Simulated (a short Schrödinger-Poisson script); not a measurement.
System: symmetric double-gate stack, Al2O3 on p-type In0.53Ga0.47As, at 77 K.

| layer | material | thickness (nm) | Na (cm⁻³) |
|---|---|---|---|
| 1 | Al2O3 | 5.6 | - |
| 2 | In0.53Ga0.47As | 2 | 5e16 |
| 3 | Al2O3 | 5.6 | - |

The device is made up for the run: typed textbook-type constants, with dimensions and the other settings drawn at random. Al2O3: permittivity 9, conduction-band edge (eV) 3.16, gap (eV) 6.8, electron mass (mₑ) 0.3. In0.53Ga0.47As: permittivity 13.9, conduction-band edge (eV) 0, gap (eV) 0.74, Nv at 300 K (cm⁻³) 7.7e18.

Channel valleys (confinement mass, in-plane density-of-states mass, number): Γ 0.041, 0.041, 1. At the gates, both at one voltage, the conduction-band edge of layer 1 lies 3.17 eV − eVg above the Fermi level of the channel. Gaps are held at their typed values at every temperature. Mesh 0.03 nm at interfaces.

From a short Schrödinger-Poisson script (our own, NumPy): 1D Poisson equation in equilibrium, electrons quantum, Hartree (BenDaniel-Duke, 12 states a valley, the channel's in-plane mass for all, wave functions free to enter the dielectric), parabolic valleys, classical holes, full ionisation, no traps, pinning or gate leakage.

The same stack at other levels of the model or other numerical settings:

```
run                                                                  sheet density of all electrons at Vg = 1.5 V (cm⁻²)  capacitance of both gates at Vg = 1.5 V (μF/cm²)  rough cost against the base
-------------------------------------------------------------------  ---------------------------------------------------  ------------------------------------------------  ---------------------------
base                                                                                                             8.65e12                                              1.37                      about 1
electrons treated as classical, Boltzmann                                                                        2.51e13                                              2.81                         0.09
electrons treated as classical, Fermi-Dirac                                                                      7.80e12                                               ___                          0.2
electrons treated as quantum, Hartree plus LDA exchange-correlation                                                  ___                                              1.39                            2
mesh six times as coarse                                                                                             ___                                              1.37                          0.3
one subband a valley                                                                                             8.65e12                                              1.37                          0.4
```

### Question
Fill in the missing entries.

### Answer

- electrons treated as classical, Fermi-Dirac, capacitance of both gates at Vg = 1.5 V (μF/cm²): 1.09
- mesh six times as coarse, sheet density of all electrons at Vg = 1.5 V (cm⁻²): 8.40e12
- electrons treated as quantum, Hartree plus LDA exchange-correlation, sheet density of all electrons at Vg = 1.5 V (cm⁻²): 8.94e12

The classical rows ignore confinement, and Boltzmann statistics overrate the density once the band edge passes the Fermi level.

Above a few 1e12 electrons/cm² a light Γ valley is non-parabolic and upper valleys begin to fill, which the model leaves out.
